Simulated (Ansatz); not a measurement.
Functionals compared on SiH3 on the 1x1 (101) surface of anatase TiO2 (cut with top plane O), one in a 2x1 cell, started at the site 'over Ti at depth 1.4 Å', in Ansatz (plane waves, PAW). The structure was relaxed with PBE; the other rows are single points on it, each with its references at the same level. Cutoff 420 eV (500 eV for r2SCAN). The points keep PBE's geometry, so the relaxation of a polaron and the settling of charge on one site are left out.

Host crystal: anatase TiO2, with a band gap (PBE, scalar-relativistic without spin-orbit coupling).

Set-up: 40 atoms, 9.4 Å thick at the start under the adsorbate (thin: gaps and levels are the slab's own); mesh 3x4x1; 0.01 eV smearing; dipole correction on; 14 atoms held, the rest relaxed; no symmetry held; spin-polarised, ending with about 0.4 μB a cell, a value that depends on the mesh; orders that need a larger cell were not tried, no spin-orbit, no U, no dispersion correction. The slab shows no gap over 0.04 eV on its mesh. At the end it is bonded to O. In PBE it is, or lies within 0.03 eV of, the lowest of the starts that converged. These notes are the PBE run's. r2SCAN: The program's check for a lower electronic state was not made. Adsorption energies are against SiH4(g) − ½ H2(g). A negative adsorption energy means that the adsorbate is more stable on the surface than in its reference.

```json
[
 {"functional": "PBE", "adsorption energy (eV)": "-0.39", "work function of the top face (eV)": "3.62", "rough cost of the single point": "–"},
 {"functional": "RPBE", "adsorption energy (eV)": "-0.17", "work function of the top face (eV)": "3.51", "rough cost of the single point": "roughly 14 core-minutes"},
 {"functional": "r2SCAN", "adsorption energy (eV)": "-0.56", "work function of the top face (eV)": "3.66", "rough cost of the single point": "around 25 core-minutes (rough)"}
]
```

Ansatz is a program for electronic structure.
